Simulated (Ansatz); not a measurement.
VSi (model structure, started from the CsCl type, Pm-3m, No. 221, 2 atoms in the cell) was calculated with r²SCAN in Ansatz (plane waves, PAW).

Numerical settings: plane-wave cutoff 560 eV, 18×18×18 k mesh, Fermi–Dirac smearing 0.05 eV, spin-polarised with parallel moments, scalar-relativistic PAW data made under PBE.

Cell (relaxed at this level):

```cif
data_SiV
_chemical_formula_sum 'V1 Si1'
_space_group_name_H-M_alt 'P 1'
_space_group_IT_number 1
_cell_length_a 3.01088
_cell_length_b 3.01088
_cell_length_c 3.01088
_cell_angle_alpha 90.000
_cell_angle_beta 90.000
_cell_angle_gamma 90.000
loop_
_space_group_symop_operation_xyz
  'x, y, z'
loop_
_atom_site_label
_atom_site_type_symbol
_atom_site_fract_x
_atom_site_fract_y
_atom_site_fract_z
_atom_site_occupancy
V1 V 0.00000 0.00000 0.00000 1
Si1 Si 0.50000 0.50000 0.50000 1
```
Starting moments (μB, in the order of the record's atoms V Si): 2.0 0.0.

Q: Predict the bulk modulus.

A: 
* **bulk modulus**: 133 GPa

The run finds no gap.

Note: the magnetic order was assumed, not searched for or taken from measurement; the bulk modulus is −V dP/dV from two relaxed cells at ±2 % in volume; the relaxation could raise the start's symmetry but not lower it, so the cell can be a saddle point.

A model structure was made by putting elements into a prototype or built by hand; it is no filed structure, need not be a known phase, and can be a saddle point held by its symmetry.

Ansatz is an electronic-structure program.
